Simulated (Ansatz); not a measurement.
Al2O3: response to strain

Start from Al2O3 in the corundum structure (space group R-3c, No. 167; a = 4.8088 Å, c = 13.1238 Å (hexagonal axes)).

Strains are applied to the cell and any free atomic positions relax.

The values are results of PBE/PAW in Ansatz (a quantum-chemistry and plane-wave program), scalar-relativistic without spin-orbit coupling, not measurements.

Notes on the quantities. pressure: mean of the normal stresses, compression positive.

```
isotropic strain (%)  pressure (GPa)
--------------------  --------------
0                                0.0
0.75                            -4.9
1.5                             -9.4
2.25                               ?
3                              -17.1
```

**Question.** Fit P = P₀ − Bδ + Cδ² with δ = (1 + ε)³ − 1 to the rows shown and predict the withheld row.

**Answer.** Least squares on the printed values gives P₀ = 0.0 GPa, B = 227 GPa (at held cell shape), C = 454 GPa (largest residual 0.0 GPa); this predicts -13.5 GPa, and the run gives -13.4 GPa, in agreement.

No phonon test of stability was made.
